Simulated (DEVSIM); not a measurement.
Structure: Si p-i-n diode, at 350 K.

Layer 1 from the left is Si, thickness (μm) 1.60, Na (cm⁻³) 1.5e18, τn (s) 4.7e-6, τp (s) 4.7e-6. Layer 2 from the left is Si, thickness (μm) 2.50, Nd (cm⁻³) 2.6e12, τn (s) 4.7e-6, τp (s) 4.7e-6. Layer 3 from the left is Si, thickness (μm) 0.880, Nd (cm⁻³) 6.2e18, τn (s) 4.7e-6, τp (s) 4.7e-6.

Left contact: ohmic. Right contact: ohmic. Voltage is applied to the left contact. Recombination: SRH at mid-gap, radiative, Auger. Mobility is constant in doping.

Constants are typed, rounded textbook-type inputs, not results; the design itself was drawn at random and stands for no fabricated device. Values at 300 K; Nc and Nv go as T^1.5, mobilities as T to minus their exponent, the gap by Varshni's rule with the affinity fixed.

Si: gap (eV) 1.124, affinity (eV) 4.05, permittivity 11.7, Nc (cm⁻³) 2.86e19, Nv (cm⁻³) 3.1e19, μn (cm²/Vs) 1417, μp (cm²/Vs) 470, T exponent of μn 2.3, T exponent of μp 2.2, B (cm³/s) 4.7e-15, Cn (cm⁶/s) 2.8e-31, Cp (cm⁶/s) 9.9e-32, Varshni α (eV/K) 0.000473, Varshni β (K) 636.

Model (solved in DEVSIM): 1D drift-diffusion, Boltzmann statistics, complete ionisation; no tunnelling, impact ionisation, image-force lowering or self-heating.

### Question
What does the simulation give for the dark forward voltage at 1 A/cm², the potential step across the device at zero bias, the dark forward voltage at 100 A/cm²?

### Answer
dark forward voltage at 1 A/cm² 0.588 V; potential step across the device at zero bias 0.959 V; dark forward voltage at 100 A/cm² 0.730 V.
